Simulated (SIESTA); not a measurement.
Band structure of In (I4/mmm, 1 atom in the cell).

```
CELL_PARAMETERS angstrom
     -1.62500     1.62500     2.47500
      1.62500    -1.62500     2.47500
      1.62500     1.62500    -2.47500
ATOMIC_POSITIONS crystal
  In 0.00000 0.00000 0.00000
```

Level of theory: GGA PBE, numerical atomic orbitals DZP, PseudoDojo PBE standard norm-conserving potentials (rewritten from UPF to PSML) (SIESTA).

Settings: XC.functional = GGA; XC.authors = PBE; potentials = PseudoDojo PBE standard; PAO.BasisSize = DZP; PAO.EnergyShift = 0.01 Ry; MeshCutoff = 300 Ry; kgrid.MonkhorstPack = 15 15 15; OccupationFunction = FD; ElectronicTemperature = 1160.45 K; MaxSCFIterations = 150; SCF.Mixer.Method = Pulay; SCF.Mixer.Weight = 0.1; SCF.Mixer.History = 6; SCF.DM.Tolerance = 1.0E-04.

The starting cell has typed, rounded lattice constants, without a prior relaxation at this level. Values carry the incompleteness of an atom-centred basis.

Levels in eV from the Fermi level, bands 4 to 9:
```tsv
point	4	5	6	7	8	9
Γ	-14.56	-14.49	-9.60	10.70	10.70	10.95
X	-14.42	-14.34	-1.98	-1.68	3.52	3.99
Y	-14.51	-14.42	-1.69	-0.27	0.12	1.32
S	-14.51	-14.44	-2.54	-1.24	-0.55	6.25
Z	-14.41	-14.41	-2.97	-2.71	4.76	4.76
S1	-14.51	-14.44	-2.54	-1.24	-0.55	6.25
N	-14.44	-14.40	-4.33	-3.42	7.66	9.26
P	-14.50	-14.34	-1.24	-0.07	-0.07	1.73
Y1	-14.51	-14.42	-1.69	-0.27	0.12	1.32
```

Bands cross the Fermi level along this path, so the cell is metallic at this level.

Higher empty bands are left out: an atom-centred basis made for the valence describes them poorly.
